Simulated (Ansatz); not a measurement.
The parent structure is MgTe in the wurtzite structure (space group P6_3mc, No. 186; a = 4.561 Å, c = 7.412 Å). Axes: x lies along a and z along c of the hexagonal cell.

Method: Kohn–Sham DFT with the PBEsol functional, run in Ansatz (a quantum-chemistry and plane-wave program) with PAW and 420 eV plane waves, no SOC.

Modification: uniaxial strain ε_zz = −2.40 %, all other strain components held at zero; the atoms relax in the strained cell.

### Question
Predict the stress tensor and what it implies for the stiffness.

### Answer
Stress of the strained cell less that of the base (GPa, compression positive):
```
   0.68    0.00    0.00
   0.00    0.68    0.00
   0.00    0.00    1.35
```

Then −Δσ_ii/ε with ε = -0.0240 gives secant stiffness values (nonlinear terms included at this strain): C33 ≈ 56 GPa, C13 ≈ 28 GPa and C23 ≈ 28 GPa.

Whether these cells are dynamically stable was not tested.
